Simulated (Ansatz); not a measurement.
## What O → Te does to HfO2

Consider HfO2 (space group P4_2/nmc, No. 137; a = 3.567 Å, c = 5.166 Å).

The change: Te takes the place of O on all its sites, then cell and atoms are relaxed.

The values are results of PBEsol, PAW, 420 eV (Ansatz, a program for electronic structure; no SOC), not measurements. Γ-centred 10×10×7 mesh, Fermi–Dirac width 0.05 eV, for the changed cell.

| quantity | base | changed | shift |
|---|---|---|---|
| volume per atom | 10.96 Å³ | 28.90 Å³ | +17.949 Å³ |
| density | 10.63 g/cm³ | 8.31 g/cm³ | -2.330 g/cm³ |
| c/a ratio | 1.448 | 1.463 | +0.015 |
| shortest interatomic distance | 3.896 bohr | 5.427 bohr | +1.531 bohr |
| band gap | 4.57 eV | zero | – |

Spin-orbit coupling, missing from the scalar runs, can matter with Hf and Te. Stability against distortions was not tested. As relaxed here, HfTe2 is a hypothetical phase, not in the database extracts checked. The final runs are not spin-polarised. This is not the structure that HfO2 has at room temperature and ambient pressure. The zero or small gap of HfTe2 can change with the level of theory.
